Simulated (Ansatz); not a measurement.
# BaBi$_{3}$ in the Cu3Au type structure (space group Pm-3m, No. 221; a cell from a computed database, its experimental status unchecked)

```cif
data_BaBi3
_chemical_formula_sum 'Ba1 Bi3'
_space_group_name_H-M_alt 'P 1'
_space_group_IT_number 1
_cell_length_a 5.06292
_cell_length_b 5.06292
_cell_length_c 5.06292
_cell_angle_alpha 90.000
_cell_angle_beta 90.000
_cell_angle_gamma 90.000
loop_
_space_group_symop_operation_xyz
  'x, y, z'
loop_
_atom_site_label
_atom_site_type_symbol
_atom_site_fract_x
_atom_site_fract_y
_atom_site_fract_z
_atom_site_occupancy
Ba1 Ba 0.00000 0.00000 0.00000 1
Bi1 Bi 0.00000 0.50000 0.50000 1
Bi2 Bi 0.50000 0.00000 0.50000 1
Bi3 Bi 0.50000 0.50000 0.00000 1
```

Method: Ansatz (an electronic-structure program), PBEsol, PAW, cutoff 420 eV, spin-orbit coupling left out. Γ-centred 9×9×9 mesh, Fermi–Dirac width 0.05 eV.

The volume per atom is 32.44 Å³ and the density is 9.78 g/cm³. The band gap is zero and the total energy comes out as -10647.695 eV/atom (σ→0; compares only within this code and set-up).

Whether these cells are dynamically stable was not tested.
